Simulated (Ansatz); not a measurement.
Functionals compared on a constructed model of the (0001) surface of hcp Zr, a pseudomorphic layer of Al in the host's stacking (bottom of the slab: a bare face, its two planes held), in Ansatz (plane waves, PAW). The structure was relaxed with PBE; the other rows are single points on it. Cutoff 420 eV (500 eV for r2SCAN).

Set-up: 7 atoms, 15.4 Å thick at the start; mesh 13x13x1; 0.1 eV smearing; dipole correction on; 2 atoms held, the rest relaxed; held to the start's symmetry, so lower structures may exist; no spin, no spin-orbit, no U. It is one candidate, not shown to be the stable structure of the face. These notes are the PBE run's.

| functional | work function of the top face (eV) | rough cost of the single point |
|---|---|---|
| PBE | 4.49 | – |
| RPBE | 4.41 | very roughly 21 core-seconds |
| r2SCAN | 4.55 | about 30 core-seconds (a rough figure) |

Ansatz is a first-principles code.
